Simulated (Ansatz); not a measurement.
Base system: HfS2 in the CdI2 type structure (space group P-3m1, No. 164; a = 3.606 Å, c = 5.768 Å; layered, stacked along the Cartesian z axis).

The values are results of Ansatz (a program for electronic structure) PBE-D3(BJ), no spin-orbit coupling, not measurements.

Before the change:

| Property | Result |
|---|---|
| Band gap | 0.85 eV |

One thing is altered: every lattice vector is shortened by 0.50 %; the atoms relax in the strained cell.

Problem. How does this affect the largest internal atomic displacement, band gap and valence-band top at Γ?

Solution. The largest internal atomic displacement is 0.014 Å; the band gap shrinks by 0.07 eV (0.85 eV → 0.78 eV); the valence-band top at Γ (three highest levels, from the VBM) amounts to 0.00, -0.18, -0.18 eV.

Spin-orbit coupling, missing from the scalar runs, can matter with Hf. Stability against distortions was not tested.
